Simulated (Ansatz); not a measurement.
PbI2: Si on a Pb site

The parent structure is a 9-atom supercell of PbI$_{2}$ in the CdI2 type structure (space group P-3m1, No. 164; a = 4.439 Å, c = 6.741 Å; layered) at its relaxed geometry.

One thing is altered: one Pb atom is replaced by Si, atoms relaxed at fixed cell, starting from a slightly rattled geometry.

All numbers come from PBEsol-D3(BJ), PAW, 420 eV (Ansatz, a program for electronic structure; spin-orbit coupling left out). Γ-centred 5×5×5 mesh, Fermi–Dirac width 0.01 eV.

```json
[
 {"quantity": "mean distance from the defect site to its nearest host atoms", "base": "3.18 Å", "changed": "2.94 Å", "shift": "-0.24 Å"}
]
```

Cost of the whole job for the changed cell (relaxation, final SCF and bands): around 40 core-minutes (rough).

Other magnetic orders, which the real material may have, were not ruled out. In so small a cell the defect repeats every few ångströms: this is an ordered compound, not a dilute defect. Starting moments died away, wholly or in part, for Si on a Pb site; another magnetic solution may exist. The defect cell is spin-polarised and ends with 0.0 μB.
